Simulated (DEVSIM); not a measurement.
System: CdS/CdTe n-p heterojunction, at 400 K.

```
layer (left to right)  material  thickness (μm)  Nd (cm⁻³)  Na (cm⁻³)  τn (s)  τp (s)
---------------------  --------  --------------  ---------  ---------  ------  ------
1                           CdS           0.200     4.5e17          -  1.2e-9  1.2e-9
2                          CdTe           0.230          -     1.9e18  1.2e-9  1.2e-9
```

Left contact: ohmic. Right contact: ohmic. Voltage is applied to the left contact. Recombination: SRH at mid-gap, radiative, Auger. Mobility is μmin + (μ − μmin)/(1 + (N/Nref)^α).

The device is made up for the run: typed textbook-type constants, with dimensions and the other settings drawn at random. Values at 300 K; Nc and Nv go as T^1.5, mobilities as T to minus their exponent, the gap by Varshni's rule with the affinity fixed.

```
parameter             CdS     CdTe
----------------  -------  -------
gap (eV)              2.4      1.5
affinity (eV)         4.3     4.28
permittivity            9     10.2
Nc (cm⁻³)          2.2e18     8e17
Nv (cm⁻³)          1.8e19   1.8e19
μn (cm²/Vs)           300     1000
μp (cm²/Vs)            25       80
μn,min                 30      100
μp,min                  3       10
Nref,n               1e17     1e17
Nref,p               1e17     1e17
αn                    0.6      0.6
αp                    0.6      0.6
T exponent of μn      1.5      1.7
T exponent of μp      1.5      1.5
B (cm³/s)           1e-10    1e-10
Cn (cm⁶/s)          1e-30    1e-30
Cp (cm⁶/s)          1e-30    1e-30
Varshni α (eV/K)  0.00039  0.00031
Varshni β (K)         103      108
```

Simulated with DEVSIM: 1D drift-diffusion, Boltzmann statistics, complete ionisation; no tunnelling, impact ionisation, image-force lowering or self-heating. Band offsets follow the typed affinities; no thermionic-emission limit at abrupt steps, no polarisation charge.

**Question.** Tabulate band edges, carrier densities and field at zero bias.

**Answer.** Energies count from the Fermi level of the right contact; mesh points crowd at the junctions.

| x (μm) | Ec (eV) | Ev (eV) | n (cm⁻³) | p (cm⁻³) | field (V/cm) |
|---|---|---|---|---|---|
| 0.000 | 0.070 | -2.293 | 4.5e17 | < 1e2 | ≈ 0 |
| 0.003648 | 0.070 | -2.293 | 4.5e17 | < 1e2 | ≈ 0 |
| 0.009930 | 0.070 | -2.293 | 4.5e17 | < 1e2 | ≈ 0 |
| 0.02075 | 0.070 | -2.293 | 4.5e17 | < 1e2 | ≈ 0 |
| 0.04889 | 0.070 | -2.293 | 4.5e17 | < 1e2 | ≈ 0 |
| 0.08784 | 0.070 | -2.293 | 4.5e17 | < 1e2 | ≈ 0 |
| 0.1338 | 0.071 | -2.292 | 4.4e17 | < 1e2 | 1800 |
| 0.1696 | 0.233 | -2.130 | 4.0e15 | < 1e2 | 150000 |
| 0.1845 | 0.559 | -1.804 | 3.0e11 | < 1e2 | 290000 |
| 0.1931 | 0.841 | -1.522 | 8.7e7 | < 1e2 | 370000 |
| 0.1981 | 1.035 | -1.328 | 310000 | 510 | 410000 |
| 0.2024 | 1.214 | -0.256 | 620 | 1.6e16 | 300000 |
| 0.2078 | 1.327 | -0.143 | < 1e2 | 4.3e17 | 130000 |
| 0.2171 | 1.375 | -0.096 | < 1e2 | 1.7e18 | 11000 |
| 0.2415 | 1.378 | -0.092 | < 1e2 | 1.9e18 | ≈ 0 |
| 0.2754 | 1.378 | -0.092 | < 1e2 | 1.9e18 | ≈ 0 |
| 0.3283 | 1.378 | -0.092 | < 1e2 | 1.9e18 | ≈ 0 |
| 0.3733 | 1.378 | -0.092 | < 1e2 | 1.9e18 | ≈ 0 |
| 0.4045 | 1.378 | -0.092 | < 1e2 | 1.9e18 | ≈ 0 |
| 0.4173 | 1.378 | -0.092 | < 1e2 | 1.9e18 | ≈ 0 |
| 0.4248 | 1.378 | -0.092 | < 1e2 | 1.9e18 | ≈ 0 |
| 0.4300 | 1.378 | -0.092 | < 1e2 | 1.9e18 | ≈ 0 |
